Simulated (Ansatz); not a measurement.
**PBE against PBEsol: hypothetical P4_2/mnm ZnS, biaxial strain +1.19 %, plane normal [001], relaxed out of plane**

The reference is ZnS (space group P4_2/mnm, No. 136; a = 6.630 Å, c = 3.861 Å; a hypothetical phase, not in the database extracts checked). Axes: x, y, z lie along a, b, c of the conventional cell.

(Cell as relaxed with PBE.)

Levels (all Ansatz, an electronic-structure program, PAW): PBE (420 eV, spin-orbit coupling left out); PBEsol (420 eV, scalar-relativistic without spin-orbit coupling).

Each level relaxes its own structure.

```csv
base,PBE,PBEsol
volume per atom,21.22 Å³,20.22 Å³
lattice parameter a,6.630 Å,6.518 Å
band gap,2.17 eV,2.24 eV
```

Perturbation: tensile biaxial strain of 1.19 % in the plane normal to [001], as in epitaxy on a mismatched substrate; the out-of-plane cell vector and the atoms relax.

| quantity | PBE | PBEsol |
|---|---|---|
| valence-band top at Γ (three highest levels, from the VBM) | 0.00, -0.09, -0.09 eV | ___ |
| out-of-plane strain | -0.86 % | ___ |
| band gap | 2.06 eV | ___ |

Task: Predict the PBEsol column.

Result: 
- valence-band top at Γ (three highest levels, from the VBM), PBEsol: 0.00, -0.10, -0.10 eV
- out-of-plane strain, PBEsol: -0.93 %
- band gap, PBEsol: 2.14 eV

PBE's out-of-plane strain lies 0.07 % above PBEsol's; PBE's band gap lies 0.073 eV below PBEsol's. Neither level is exact; PBEsol is the comparison here, not a measurement.

Whether these cells are dynamically stable was not tested.
